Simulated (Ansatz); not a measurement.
## hypothetical rock salt SbP with two functionals

Consider SbP in the rock salt structure (space group Fm-3m, No. 225; a = 5.634 Å; a hypothetical phase, not in the database extracts checked).

(Cell as relaxed with PBE.)

Levels (all Ansatz, a first-principles code, PAW): PBE (420 eV, without spin-orbit coupling); r2SCAN (500 eV, without spin-orbit coupling).

Each level relaxes its own structure.

```json
[
 {"quantity": "volume per atom", "PBE": "22.36 Å³", "r2SCAN": "21.96 Å³"},
 {"quantity": "lattice parameter a", "PBE": "5.634 Å", "r2SCAN": "5.601 Å"},
 {"quantity": "band gap", "PBE": "zero", "r2SCAN": "zero"}
]
```

PBE's volume per atom lies 0.40 Å³ above r2SCAN's (1.8 %); PBE's lattice parameter a lies 0.033 Å above r2SCAN's (0.6 %); the two agree on the band gap. Neither level is exact; r2SCAN is the comparison here, not a measurement.

No phonon test of stability was made. All final runs are without spin polarisation.
